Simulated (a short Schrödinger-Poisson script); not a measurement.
System: MOS inversion layer, Al2O3 on p-type Ge(111), at 400 K.

```csv
layer,material,thickness (nm),Na (cm⁻³)
1,Al2O3,5.9,-
2,Ge,220,3.5e18
```

The device is made up for the run: typed textbook-type constants, with dimensions and the other settings drawn at random. Al2O3: permittivity 9, conduction-band edge (eV) 2.65, gap (eV) 6.8, electron mass (mₑ) 0.3. Ge: permittivity 16, conduction-band edge (eV) 0, gap (eV) 0.664, Nv at 300 K (cm⁻³) 6e18.

Channel valleys (confinement mass, in-plane density-of-states mass, number): L1 1.59, 0.08, 1; L3 0.09, 0.34, 3. At the gate the conduction-band edge of layer 1 lies 2.99 eV − eVg above the Fermi level of the channel; the field vanishes at the back. Gaps are held at their typed values at every temperature. Mesh 0.03 nm at interfaces.

From a short Schrödinger-Poisson script (our own, NumPy): 1D Poisson equation in equilibrium, electrons quantum, Hartree (BenDaniel-Duke, 12 states a valley, the channel's in-plane mass for all, wave functions free to enter the dielectric), parabolic valleys, classical holes, full ionisation, no traps, pinning or gate leakage.

The same stack at other levels of the model or other numerical settings:

```
run                                          sheet density of all electrons at Vg = 2.5 V (cm⁻²)  sheet density of all electrons at Vg = 1.3 V (cm⁻²)  capacitance at Vg = 2.5 V (μF/cm²)  centroid of the channel electrons at Vg = 2.5 V (nm)  rough cost against the base
-------------------------------------------  ---------------------------------------------------  ---------------------------------------------------  ----------------------------------  ----------------------------------------------------  ---------------------------
base                                                                                     8.66e12                                              7.38e11                                1.18                                                  1.41                      about 1
electrons treated as classical, Boltzmann                                                1.08e13                                              1.65e12                                1.30                                                  0.37                         0.03
electrons treated as classical, Fermi-Dirac                                              1.00e13                                              1.53e12                                1.22                                                  0.64                          0.1
mesh six times as coarse                                                                 8.63e12                                              7.34e11                                1.18                                                  1.41                          0.3
one subband a valley                                                                     8.56e12                                              7.09e11                                1.18                                                  1.40                          0.4
```

The classical rows ignore confinement, and Boltzmann statistics overrate the density once the band edge passes the Fermi level.

Only the L valleys are kept; under strong confinement the Δ valleys of Ge fill too.
